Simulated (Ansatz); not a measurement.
The starting structures come from a database of crystals and need not be the phases stable at ambient conditions.

By PBEsol, the system below comes out a metal.

Crystal: PtAu (R-3m, not sure to be the ambient phase, 2 atoms a cell, 16.4 Å³ an atom, -5 GPa at this level); planes in its conventional cell.

Computed with PBEsol (plane waves, PAW; Ansatz, a program for electronic structure).

G/A = (e²/h) × open channels of both spins per area, as a mean over 0.1 eV about the Fermi level, without spin-orbit coupling, for the cells as given.

```tsv
plane	area (Å²)	G/A (10¹⁵ S/m²)
(110)	23.2	0.96
(100)	40.2	(withheld)
(001)	6.9	(withheld)
```

Task: Complete the blanks.

Result: 
- (100), G/A (10¹⁵ S/m²): 0.91
- (001), G/A (10¹⁵ S/m²): 0.65
